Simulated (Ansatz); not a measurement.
Consider SiC (space group P6_3mc, No. 186; a = 3.095 Å, c = 15.186 Å).

Computed with Ansatz (a program for electronic structure), PBE, PAW, cutoff 420 eV, no spin-orbit coupling, earlier PAW set.

For the base:

```
Quantity               Value
-------------------  -------
c/a ratio              4.907
Lattice parameter a  3.095 Å
```

Perturbation: full substitution C → B; the structure is relaxed again.

Tabulated Pauling electronegativity and covalent radius: C 2.55, 0.76 Å; B 2.04, 0.84 Å.

### Question
Predict the new c/a ratio.

### Answer
The c/a ratio grows by 0.3987 to 5.305.

### Question
Estimate the effect on the lattice parameter a.

### Answer
The lattice parameter a increases by 0.136 Å, from 3.095 Å to 3.231 Å.

Stability against distortions was not tested. For SiB in this form, whether it has been made was not checked. All final runs are without spin polarisation.
